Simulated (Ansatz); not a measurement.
Amorphous Si24O51La2, 77 atoms at 2.51 g/cm³, one PBE-relaxed geometry, zone centre. Methods: PBE, scalar-relativistic without spin-orbit coupling (Ansatz, a quantum-chemistry and plane-wave program); r2SCAN, scalar-relativistic without spin-orbit coupling (Ansatz); HSE06, scalar-relativistic without spin-orbit coupling (Ansatz). Plane waves to 420 eV (r2SCAN 500 eV); exact exchange is cut at the cell's faces. At PBE the levels at the filled edge of the gap are localised (band-tail or defect states), and the nearest spread-out levels lie 5.3 eV apart at the zone centre. All rungs ran without spin polarisation.

It comes from a melt-quench run on a machine-learned potential (CHGNet), relaxed afterwards by DFT. O atoms were pushed apart under 1.9 Å during the dynamics, to hinder bonds among them. The hot cell started wider than the set density and was brought back towards it in steps. It is the lowest in DFT energy of 2 quenches. It is a model cell: composition and starting density were chosen by hand, and all elements were melted together. No dispersion term was used. Its density started from a set value of 2.51 and ended at 2.51 g/cm³. The quench (nominally 400 K/ps over its main leg) was far faster than any real one, so the model tends to hold more defects than a real film. Values belong to this one cell and scatter from quench to quench. The volume was held where the preparation left it, at a PBE pressure of 1.0 GPa. Stress components on the final sampling reach 2.6 GPa.

The relaxation ran on the zone centre alone. At PBE the level gap is 4.06 eV on a 2×2×2 Γ-centred mesh, and the spacing at the zone centre alone 4.06 eV.

Q: What zone-centre spacing does r2SCAN give, roughly?

A: 4.67 eV (+0.61 eV against PBE).

Q: What zone-centre spacing does HSE06 give, roughly?

A: 5.70 eV (+1.64 eV against PBE).

The highest filled and the lowest empty state spread over these numbers of atoms (participation numbers): PBE: 4.0 and 58.9; r2SCAN: 3.9 and 61.1; HSE06: 3.8 and 60.5.
